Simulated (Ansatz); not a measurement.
## Zinc-blende SrO (model structure): properties by level of theory

| level (code) | lattice parameter a (Å) | formation enthalpy (eV/atom) |
|---|---|---|
| PBE-D4 (Ansatz) | 5.579 | … |
| r²SCAN (Ansatz) | 5.584 | -2.768 |
| r²SCAN+rVV10 (Ansatz) | 5.565 | -2.803 |

What belongs in the gaps?


- PBE-D4 (Ansatz, an electronic-structure program), formation enthalpy (eV/atom): -2.635

Caveats: a distance lies near a switch of the dispersion term, which can move the cell (PBE-D4). Ansatz's density-functional and Hartree–Fock values are scalar-relativistic unless marked +SOC, with PAW data made under PBE.

The computed numbers hold no vibrational or temperature effects.

A model structure was made by putting elements into a prototype or built by hand; it is no filed structure, need not be a known phase, and can be a saddle point held by its symmetry.
